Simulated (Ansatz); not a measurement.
# Al: pressure series

Base system: Al in the fcc (Cu type) structure (space group Fm-3m, No. 225; a = 4.0400 Å).

Cell and atoms are relaxed at each pressure.

Method: PBE, PAW, 420 eV (Ansatz, a quantum-chemistry and plane-wave program; no spin-orbit coupling), earlier PAW set.

Two rows of this table had their results exchanged by mistake.

```json
[
 {"pressure": "pressure −2 GPa", "volume per atom (Å³)": "16.95", "shortest distance (Å)": "2.883", "band gap": "zero"},
 {"pressure": "pressure −1 GPa", "volume per atom (Å³)": "15.00", "shortest distance (Å)": "2.768", "band gap": "zero"},
 {"pressure": "pressure 1.8 GPa", "volume per atom (Å³)": "16.12", "shortest distance (Å)": "2.836", "band gap": "zero"},
 {"pressure": "pressure 4.2 GPa", "volume per atom (Å³)": "15.70", "shortest distance (Å)": "2.811", "band gap": "zero"},
 {"pressure": "pressure 9 GPa", "volume per atom (Å³)": "16.71", "shortest distance (Å)": "2.870", "band gap": "zero"},
 {"pressure": "pressure 18 GPa", "volume per atom (Å³)": "14.03", "shortest distance (Å)": "2.707", "band gap": "zero"},
 {"pressure": "pressure 30 GPa", "volume per atom (Å³)": "13.09", "shortest distance (Å)": "2.646", "band gap": "zero"},
 {"pressure": "pressure 45 GPa", "volume per atom (Å³)": "12.23", "shortest distance (Å)": "2.586", "band gap": "zero"},
 {"pressure": "pressure 60 GPa", "volume per atom (Å³)": "11.57", "shortest distance (Å)": "2.539", "band gap": "zero"}
]
```

Task: Which two?

Result: The rows for pressure −1 GPa and pressure 9 GPa: the volume has to fall steadily with pressure, so 16.71 Å³ belongs to pressure −1 GPa and 15.00 Å³ to pressure 9 GPa.

Load acts through the strain it causes; cell and atoms are relaxed under it. No phonon test of stability was made. Competing high-pressure phases were not computed.
